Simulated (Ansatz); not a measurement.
BAs (model structure, started from the CdTe type, P6₄22, No. 181, 6 atoms in the cell)

Computed with r²SCAN (Ansatz, a quantum-chemistry and plane-wave program, plane waves, PAW).

Settings: plane-wave cutoff 560 eV, 18×18×8 k mesh (along the axes of the cell as run), Fermi–Dirac smearing 0.05 eV, scalar-relativistic PAW data made under PBE.

Cell (relaxed with PBEsol):

```cif
data_As3B3
_chemical_formula_sum 'B3 As3'
_space_group_name_H-M_alt 'P 1'
_space_group_IT_number 1
_cell_length_a 3.42898
_cell_length_b 3.42898
_cell_length_c 7.40315
_cell_angle_alpha 90.000
_cell_angle_beta 90.000
_cell_angle_gamma 120.000
loop_
_space_group_symop_operation_xyz
  'x, y, z'
loop_
_atom_site_label
_atom_site_type_symbol
_atom_site_fract_x
_atom_site_fract_y
_atom_site_fract_z
_atom_site_occupancy
B1 B 0.00000 0.50000 0.66667 1
B2 B 0.50000 0.50000 0.00000 1
B3 B 0.50000 0.00000 0.33333 1
As1 As 0.00000 0.50000 0.16667 1
As2 As 0.50000 0.50000 0.50000 1
As3 As 0.50000 0.00000 0.83333 1
```

```
Property                        Value
--------  ---------------------------
band gap  0.61 eV (on the SCF k mesh)
```

Note: the relaxation could raise the start's symmetry but not lower it, so the cell can be a saddle point; cell and atoms aren't relaxed at this level (pressure 2.7 GPa).

Spin–orbit coupling is not included.

Computed values are for the static lattice.

Computing time: about 70 core-seconds (a rough figure).

A model structure was made by putting elements into a prototype or built by hand; it is no filed structure, need not be a known phase, and can be a saddle point held by its symmetry.
